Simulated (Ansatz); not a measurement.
A relaxation of the atoms of Ta₂Si (Fmm2, 6 atoms in the cell) with Ansatz (an electronic-structure program).

Method: LDA (PW92), default PAW files made with PBE (plane waves; Ansatz).

The change in words: one atom moved by 0.15 angstrom; relax: default → atoms; relax.f_tol: default → 0.05 eV/Å. Reference geometry:
```xyz
6
Lattice="-3.0785 3.0785 2.5161 3.0785 -3.0785 2.5161 3.0785 3.0785 -2.5161" Properties=species:S:1:pos:R:3 pbc="T T T"
Ta     2.0713     1.0072     2.5161
Ta     1.0072     2.0713     0.0000
Ta    -1.0072     2.0713     2.5161
Ta     4.0857     1.0072     0.0000
Si     0.0000     0.0000     1.2580
Si     0.0000     0.0000     3.7741
```

Reference input (self-consistent single point, DFT, LDA (PW92), plane waves, default PAW files made with PBE): basis.ecutwfc = 420 eV; kpoints.mp_grid.grid = 9 9 9; hamiltonian.xc = lda; hamiltonian.pseudopotentials = {kind: paw} (the program's default PAW files); scf.occupations.method = gaussian; scf.occupations.width = 0.1 eV. This run's input differs from it in these lines:

```diff
@@ -8,3 +8,3 @@
     - { symbol: Ta, position_ang: [1.007224, 2.071278, 0.000000] }
-    - { symbol: Ta, position_ang: [-1.007224, 2.071278, 2.516069] }
+    - { symbol: Ta, position_ang: [-0.901158, 2.177344, 2.516069] }
     - { symbol: Ta, position_ang: [4.085726, 1.007224, -0.000000] }
@@ -21,2 +21,4 @@
   occupations: { method: gaussian, width: 0.1 }
+relax:
+  f_tol: 0.05
 output:
```

Log, with long lists cut:

```
   [... SCF lines of the steps left out ...]
relax step   1: F+E_penalty+E_count = -39951.10143352 eV  Δ(F+E_penalty+E_count) = +0.000e0 eV  max|allowed force component| = 1.112e0 eV/Å  Δτ_max = 0.0000 Å  (6 SCF iters, dr2 threshold 6.25e-5 eV, accepted)
relax step   2: F+E_penalty+E_count = -39951.14700632 eV  Δ(F+E_penalty+E_count) = -4.557e-2 eV  max|allowed force component| = 8.156e-1 eV/Å  Δτ_max = 0.1965 Å  (5 SCF iters, dr2 threshold 7.73e-5 eV, accepted)
relax step   3: F+E_penalty+E_count = -39951.21517202 eV  Δ(F+E_penalty+E_count) = -6.817e-2 eV  max|allowed force component| = 3.655e-2 eV/Å  Δτ_max = 0.0771 Å  (5 SCF iters, dr2 threshold 4.16e-5 eV, accepted)
relax step   4: F+E_penalty+E_count = -39951.21517330 eV  Δ(F+E_penalty+E_count) = -1.284e-6 eV  max|allowed force component| = 3.633e-2 eV/Å  Δτ_max = 0.0000 Å  (3 SCF iters, accepted)
the relaxation is at rest under the 4 symmetry operations that the run kept from its start: a minimum is not shown …
Stability not checked: this state was not tested for a lower state beside it, because too few of the mixer's solves of this state at the end of the SCF gave a …
Free energy (F): -39951.215173 eV
Internal energy: -39951.198674 eV  (E = F + TS)
E sigma→0 (E₀):  -39951.206923 eV
Entropy (-TS):   -0.016500 eV (-2.750 meV/atom)
Fermi energy:    17.424284 eV
--- Forces (eV/Å), atoms counted from 1 ---
  atom   1  Ta    -0.03632668     0.03396038     0.00000000
   [... lines left out ...]
    - { symbol: Ta, position: [0.8399272387219694, 0.3399272387219695, 0.17985447744393895] }
    - { symbol: Ta, position: [0.16572344888007562, 0.6657234488800755, 0.8314468977601513] }
    - { symbol: Si, position: [0.25289177037995053, 0.2528917703799505, 0.005783540759900991] }
    - { symbol: Si, position: [0.7528917703799505, 0.7528917703799505, 0.005783540759900991] }
```

The run converged.  The full log also holds: “iter 5 did not close the SCF: its close was put off for the readings that it lacked (scf_convergence_deferred on its scf_iter line)”.

Summary of the result:
- Free energy E − TS (on the zero of these files) = -39951.2152 eV
- Fermi level (on the code's own zero) = 17.42 eV
- Pressure = -5.81 GPa
- Largest force (vector length) = 0.050 eV/Å
- Relaxation steps = 4

The starting cell comes from a database of computed structures (which also holds hypothetical and non-ambient phases and stackings), without a prior relaxation at this level. Its lattice was rescaled by up to half a per cent. For this run, on top of that: one atom moved by 0.15 angstrom. Spin polarisation is off. The relaxation keeps the symmetry of its start, so its end need not be a minimum. Ansatz's pressure includes its estimate of the finite-basis (Pulay) stress.

Cost on one core of a shared machine: roughly 3 min.

Keys are those of Ansatz 0.2.
